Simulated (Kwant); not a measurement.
Model system: GaAs/Al0.3Ga0.7As stack with 2 barriers. One parabolic valley. Leads of mass 0.067 mₑ with the band edge at 0; grid 0.1 nm; bias swept from 0.0096 to 0.36 V, dropping linearly over the stack. Emitter Fermi level 0.015 eV, 4 K, equal in the collector.

```tsv
layer	thickness (nm)	band offset (eV)	mass (mₑ)
1	3.2	0.24	0.092
2	4.7	0	0.067
3	4.2	0.24	0.092
```

Constants are typed, rounded textbook-type inputs, not results; the design itself was drawn at random and stands for no fabricated device.

Model: one-band effective-mass tight-binding model in one dimension, coherent, no space charge, current by the Tsu-Esaki formula (Kwant).

Sweep values stay those of the base run.

The height of the first barrier was swept, all else fixed.

```
height of the first barrier (eV)  J (A/cm²) at bias = 0.2633 V  J (A/cm²) at bias = 0.09418 V  J (A/cm²) at bias = 0.3600 V
--------------------------------  ----------------------------  -----------------------------  ----------------------------
0.14                                                       490                            157                          1560
0.19                                                       236                           48.0                           627
0.24                                                       125                           19.1                           293
0.29                                                      70.9                           8.88                           151
```

From the first row to the last the J at bias = 0.2633 V goes from 490 to 70.9. From the first row to the last the J at bias = 0.09418 V goes from 157 to 8.88.
